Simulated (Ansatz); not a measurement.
We consider GeSb4Te7 (P-3m1, No. 164, 12 atoms in the cell; start mp-29641), described by r²SCAN+rVV10 in Ansatz (PAW).

Numerical settings: plane-wave cutoff 560 eV, 12×12×2 k mesh (along the axes of the cell as run), Fermi–Dirac smearing 0.01 eV, scalar-relativistic PAW data made under PBE.

Cell (relaxed at this level):

GeSb₄Te₇ has the trigonal space group P-3m1 (No. 164), Pearson symbol hP12. Conventional cell: a = b = 4.271 Å, c = 24.101 Å, α = β = 90.00°, γ = 120.00°. Ge on 1b is surrounded by 6 Te at 2.981 Å (octahedral). Sb1 on 2d has 3 Te at 2.998 Å and 3 Te at 3.165 Å (octahedral). Sb2 on 2d has 3 Te at 2.994 Å and 3 Te at 3.178 Å (octahedral). Te1 on 2d is surrounded by 3 Sb at 2.998 Å (trigonal pyramidal). Te2 on 2c has 3 Sb at 2.994 Å (trigonal pyramidal). Te3 on 2d is surrounded by 3 Ge at 2.981 Å and 3 Sb at 3.178 Å (octahedral). Te4 on 1a is surrounded by 6 Sb at 3.165 Å (octahedral). (Neighbours: up to the widest gap in distance over summed covalent radii, below 1.35, at either atom.)

Task: Give the computed band gap and Γ–Γ gap.

Result: 
- band gap = 0.36 eV (on the SCF k mesh)
- Γ–Γ gap = 0.54 eV

Note: the relaxation could not lower the start's symmetry, so the cell can be a saddle point above a distorted one.

Spin–orbit coupling is not included; with these elements it can move the gap by several tenths of an eV or more.

Cost on a shared machine: roughly 13 core-minutes.

A start named mp-… is a Materials Project structure, which need not be a measured phase.

Ansatz is a program for electronic structure.
